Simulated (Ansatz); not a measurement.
We consider zinc-blende BeS, described by r²SCAN (plane waves, PAW; Ansatz, an electronic-structure program).

A relaxed, unreconstructed slab of the (110) face has 16 atoms, two equal faces of 16.764 Å² each and an energy of -8011.2849 eV. A bulk cell of 4 atoms with the same orientation and in-plane k mesh has -2003.1925 eV. Energies are extrapolated to zero smearing.

Settings: plane-wave cutoff 500 eV, 6×8×1 k mesh (along the axes of the cell as run), gaussian smearing 0.02 eV, scalar-relativistic PAW data made under PBE.

Worked out: γ = (E_slab − N E_bulk per atom)/2A = [-8011.2849 − 16 × (-2003.1925/4)]/(2 × 16.764) = 0.0443 eV/Å². With 16.022 J/m² per eV/Å² this is 0.71 J/m², or 0.74 eV per surface cell and face.
